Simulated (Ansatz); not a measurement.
All values below come from PBE (plane waves to 420 eV, PAW; Ansatz, a program for electronic structure).

Electrostatic potential energy of an electron, averaged over planes parallel to the surface, in eV from the highest filled level, for a constructed model of the (111)B surface of zinc-blende GaP, P-terminated, 2x2 In adatom at H3 (bottom of the slab: 3 H on 4 bottom sites):

(z (Å), V (eV)): (3.83, 5.45); (4.13, 5.45); (4.42, 5.45); (4.72, 5.45); (5.01, 5.45); (5.31, 5.45); (5.60, 5.45); (5.90, 5.45); (6.19, 5.44); (6.49, 5.43); (6.78, 5.40); (7.08, 5.33); (7.38, 5.15); (7.67, 4.73); (7.96, 3.66); (8.26, 3.48); (8.55, 3.46); (8.85, 1.81); (9.14, -0.54); (9.44, -2.66); (9.73, -4.94); (10.03, -8.15); (10.32, -10.09); (10.62, -8.91); (10.91, -5.23); (11.21, -0.38); (11.50, 2.16); (11.80, 2.44); (12.09, 0.85); (12.39, -1.74); (12.68, -3.82); (12.98, -5.97); (13.27, -8.98); (13.57, -10.06); (13.86, -7.82); (14.16, -3.68); (14.46, 0.66); (14.75, 2.52); (15.04, 2.38); (15.34, 0.39); (15.63, -2.18); (15.93, -4.24); (16.22, -6.74); (16.52, -9.52); (16.81, -9.70); (17.11, -6.82); (17.40, -2.41); (17.70, 1.39); (17.99, 2.75); (18.29, 2.21); (18.58, 0.09); (18.88, -2.26); (19.18, -4.39); (19.47, -7.16); (19.77, -9.58); (20.06, -9.24); (20.36, -6.31); (20.65, -2.21); (20.95, 0.45); (21.24, 1.36); (21.54, 1.71); (21.83, 2.08); (22.12, 2.77); (22.42, 3.61); (22.71, 4.12); (23.01, 4.33); (23.30, 4.43); (23.60, 4.48); (23.89, 4.50); (24.19, 4.51); (24.48, 4.51); (24.78, 4.51); (25.07, 4.52); (25.37, 4.52); (25.66, 4.52); (25.96, 4.52)

Set-up: 36 atoms, 13.2 Å thick at the start with caps and adatoms (thin: gaps and levels are the slab's own); mesh 3x3x1; 0.025 eV smearing; dipole correction on; 8 atoms held, the rest relaxed; symmetry of the start imposed; no spin, no spin-orbit, no U. In PBE it is, or lies within 0.01 eV a 1x1 cell of, the lowest of the 2 structures of its composition computed so far; subsurface sites and larger cells were not tried.

Problem. The surface cell has an area of 52.53 Å². What dipole along the normal does the step between the two vacuum levels imply?

Solution. the top vacuum level lies 0.93 eV below the bottom one; p = −ε₀ A ΔV (ε₀ = 0.005526 e/(V·Å)) gives 0.27 e·Å a cell.
